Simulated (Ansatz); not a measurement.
Sensitivity of a calculation on TiAl (P-6m2, 2 atoms in the cell) to its settings

```yaml
crystal:
  lattice:
    - [2.86726, 0.00000, 0.00000]
    - [-1.43363, 2.48312, 0.00000]
    - [0.00000, 0.00000, 4.67808]
  atoms:
    - { symbol: Ti, position: [0.00000, 0.00000, 0.00000] }
    - { symbol: Al, position: [0.33333, 0.66667, 0.50000] }
```

Base run A: PBEsol, default PAW files made with PBE run with Ansatz (a first-principles code), self-consistent single point.

Its settings: basis.ecutwfc = 420 eV; kpoints.mp_grid.grid = 11 11 6; hamiltonian.xc = pbesol; hamiltonian.pseudopotentials = {kind: paw} (the program's default PAW files); scf.occupations.method = cold; scf.occupations.width = 0.1 eV.

The starting cell comes from a database of computed structures (which also holds hypothetical and non-ambient phases and stackings), without a prior relaxation at this level. Spin polarisation is off. Ansatz's pressure includes its estimate of the finite-basis (Pulay) stress.

ΔF is the free energy per atom less that of run A. 

Runs:
- B: kpoints.mp_grid.grid: 11 11 6 → 7 7 4
- C: scf.occupations.width: 0.1 eV → 0.3 eV
- D: kpoints.mp_grid.grid: 11 11 6 → 5 5 3
- E: scf.convergence.dr2_threshold: default (1e-07 eV) → 0.0001 eV
- F: parallel starting moments (1.5 0 μB); magnetization.spin_polarized: default → true
- G: scf.mixing.preconditioner: default (the program chose none) → kerker; scf.mixing.q_tf: default → 1.5
- H: scf.mixing.algorithm: default (the program chose MSR1) → anderson

```json
[
 {"run": "A", "ΔF (meV/atom)": "0.00", "pressure (GPa)": "-2.92", "k-points": "64"},
 {"run": "B", "ΔF (meV/atom)": "-4.0", "pressure (GPa)": "-3.06", "k-points": "24"},
 {"run": "C", "ΔF (meV/atom)": "-1.39", "pressure (GPa)": "-2.93", "k-points": "64"},
 {"run": "D", "ΔF (meV/atom)": "7.2", "pressure (GPa)": "-2.37", "k-points": "10"},
 {"run": "E", "ΔF (meV/atom)": "0.00", "pressure (GPa)": "-2.92", "k-points": "64"},
 {"run": "F", "ΔF (meV/atom)": "-0.51", "pressure (GPa)": "-2.81", "k-points": "64"},
 {"run": "G", "ΔF (meV/atom)": "0.00", "pressure (GPa)": "-2.92", "k-points": "64"},
 {"run": "H", "ΔF (meV/atom)": "0.00", "pressure (GPa)": "-2.92", "k-points": "64"}
]
```

Run C against A: The free energy goes down by 1.4 meV/atom and the pressure moves little (-2.92 to -2.93 GPa).

Run D against A: The free energy goes up by 7.2 meV/atom and the pressure goes from -2.92 to -2.37 GPa.

Keys are those of Ansatz 0.2.
